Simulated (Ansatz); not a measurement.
# C (model structure, P-3m1, No. 164, 18 atoms in the cell)

Calculation: r²SCAN (PAW; Ansatz, an electronic-structure program).

Run with plane-wave cutoff 560 eV, 18×18×2 k mesh (along the axes of the cell as run), Fermi–Dirac smearing 0.01 eV, scalar-relativistic PAW data made under PBE.

Cell (relaxed at this level):

```xyz
18
Lattice="2.5106 0.0000 0.0000 -1.2553 2.1743 0.0000 0.0000 0.0000 18.6158" Properties=species:S:1:pos:R:3 pbc="T T T"
C      0.0000     0.0000    12.6782
C      0.0000     0.0000    14.2184
C      0.0000     1.4495    14.7330
C      0.0000     1.4495    16.2731
C      1.2553     0.7248    16.7914
C      1.2553     0.7248    18.3549
C      0.0000     1.4495     0.2609
C      0.0000     1.4495     1.8243
C      1.2553     0.7248     2.3426
C      1.2553     0.7248     3.8827
C      0.0000     0.0000     4.3973
C      0.0000     0.0000     5.9376
C      0.0000     1.4495     6.4553
C      0.0000     1.4495     8.0205
C      0.0000     0.0000     8.5384
C      0.0000     0.0000    10.0774
C      1.2553     0.7248    10.5953
C      1.2553     0.7248    12.1605
```

| Quantity | Result |
|---|---|
| band gap | 4.71 eV (on the SCF k mesh) |

Note: the relaxation could raise the start's symmetry but not lower it, so the cell can be a saddle point.

Static lattice: no zero-point or thermal effects.

A model structure was made by putting elements into a prototype or built by hand; it is no filed structure, need not be a known phase, and can be a saddle point held by its symmetry.
